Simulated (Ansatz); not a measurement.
Functionals compared on the (21-32) surface of hcp Os in its 1x1 cell, outermost plane spacing 0.56 Å in the ideal cut (one of several cuts of this face), in Ansatz (plane waves, PAW). The structure was relaxed with PBE; the other rows are single points on it, each with its references at the same level. Cutoff 420 eV (500 eV for r2SCAN).

Slab: 26 atoms, 10.5 Å thick at the start; k 8x6x1, smearing 0.1 eV, dipole-corrected; all atoms relaxed; held to the start's symmetry, so lower structures may exist; no spin, no spin-orbit, no U. These notes are the PBE run's.

```
functional  surface energy (J/m²)  work function of the top face (eV)          rough cost of the single point
----------  ---------------------  ----------------------------------  --------------------------------------
PBE                          3.86                                4.83                                       –
LDA                          4.47                                5.16           around 7 core-minutes (rough)
PBEsol                       4.33                                4.94   about 9 core-minutes (a rough figure)
RPBE                         3.62                                4.69   about 9 core-minutes (a rough figure)
r2SCAN                          …                                   …  about 13 core-minutes (a rough figure)
```

Q: Fill in the missing entries.

A: 
- r2SCAN, surface energy (J/m²): 4.15
- r2SCAN, work function of the top face (eV): 4.86

Ansatz is an electronic-structure program.
